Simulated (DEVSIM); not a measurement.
Device: Ti/SiO2/n-Si capacitor, at 300 K.

```
layer (left to right)  material  thickness (nm)  Nd (cm⁻³)
---------------------  --------  --------------  ---------
1                          SiO2            9.00          -
2                            Si            7700     5.5e15
```

Metal gate on the left, work function 4.33 eV. Fixed charge at the semiconductor interface 1.5e11 cm⁻² (in units of +e); no interface traps.

This is a model device: material constants are rounded textbook-type values typed into the input, and sizes, dopings and lifetimes were drawn at random. Values at 300 K; Nc and Nv go as T^1.5, mobilities as T to minus their exponent, the gap by Varshni's rule with the affinity fixed.

| parameter | SiO2 | Si |
|---|---|---|
| gap (eV) | 9 | 1.124 |
| affinity (eV) | 0.9 | 4.05 |
| permittivity | 3.9 | 11.7 |
| Nc (cm⁻³) | - | 2.86e19 |
| Nv (cm⁻³) | - | 3.1e19 |
| Varshni α (eV/K) | - | 0.000473 |
| Varshni β (K) | - | 636 |

DEVSIM, 1D Poisson equation in equilibrium, Boltzmann statistics, complete ionisation; no quantum confinement or tunnelling. Metal contacts follow the ideal Schottky-Mott rule: no Fermi-level pinning, no interface dipoles.

Base results: flat-band voltage (V) 0.00; threshold voltage (band bending 2φF) (V) -0.78; minimum of the low-frequency capacitance (μF/cm²) 0.0277; capacitance of the dielectric stack (μF/cm²) 0.384.

Task: What follows from this one change: temperature 300 → 400 K?

Result: flat-band voltage 0.00 → -0.09 V; threshold voltage (band bending 2φF) -0.78 → -0.64 V; minimum of the low-frequency capacitance 0.0277 → 0.0356 μF/cm²; capacitance of the dielectric stack little changed (0.384 μF/cm²).

Task: What follows from this one change: substrate doping 5.5e+15 → 5.5e+14 cm^-3?

Result: flat-band voltage 0.00 → -0.06 V; threshold voltage (band bending 2φF) -0.78 → -0.65 V; minimum of the low-frequency capacitance 0.0277 → 0.0106 μF/cm²; capacitance of the dielectric stack little changed (0.384 μF/cm²).

Task: What follows from this one change: gate work function 4.33 → 4.03 eV?

Result: flat-band voltage 0.00 → -0.30 V; threshold voltage (band bending 2φF) -0.78 → -1.08 V; minimum of the low-frequency capacitance little changed (0.0277 μF/cm²); capacitance of the dielectric stack little changed (0.384 μF/cm²).

Task: What follows from this one change: interface trap density 0 → 1e+12 cm^-2 eV^-1?

Result: flat-band voltage 0.00 → 0.14 V; threshold voltage (band bending 2φF) -0.78 → -0.92 V; minimum of the low-frequency capacitance 0.0277 → 0.127 μF/cm²; capacitance of the dielectric stack little changed (0.384 μF/cm²).

Task: What follows from this one change: fixed charge 1.5e+11 → -3e+11 cm^-2?

Result: flat-band voltage 0.00 → 0.18 V; threshold voltage (band bending 2φF) -0.78 → -0.59 V; minimum of the low-frequency capacitance little changed (0.0273 μF/cm²); capacitance of the dielectric stack little changed (0.384 μF/cm²).

Task: What follows from this one change: SiO2 thickness 0.009 → 0.0036 μm?

Result: flat-band voltage 0.00 → 0.03 V; threshold voltage (band bending 2φF) -0.78 → -0.68 V; minimum of the low-frequency capacitance 0.0277 → 0.0286 μF/cm²; capacitance of the dielectric stack 0.384 → 0.959 μF/cm².
